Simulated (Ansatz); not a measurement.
System: interstitial Li in beta Ga2O3 (charge state +1). All values below come from PBE, PAW (plane waves to 420 eV; Ansatz, a first-principles code).

Cell of 160 host sites held at the relaxed PBE lattice; the Γ point alone; Fermi-Dirac width 0.01 eV, spin-restricted; finite-size errors left in. No zero-point or tunnelling terms. The charge state is imposed; whether it is stable for some Fermi level was not computed. Sites that were not tried may lie lower.

Barriers: single points on a 2×2×2 k-point mesh shifted by half a step at the bands' geometries.

A. a direct jump of one Li atom; the atom moves 1.47 Å along (0.00, 0.48, 0.00) of the unit cell; the moving atom starts with neighbours 2 Ga at 2.25; 2 O at 1.77, O at 1.95, O at 1.96 Å and ends with 2 Ga at 2.25; 2 O at 1.77, O at 1.95, O at 1.96 Å; the start lies 0.50 eV above the lowest site run; saddle order not checked, on a symmetry element.
B. a direct jump of one Li atom; the atom moves 1.66 Å along (-0.03, 0.50, 0.07) of the unit cell; the moving atom starts with neighbours O at 1.76, 2 O at 1.86, O at 2.28 Å and ends with O at 1.76, 2 O at 1.86, O at 2.28 Å; saddle order not checked.

A band can be held on a symmetry element, so unchecked saddle points there may be too high.

Rank these by forward barrier (lowest first), as PBE, PAW gives it.

A (0.10 eV), B (0.31 eV)
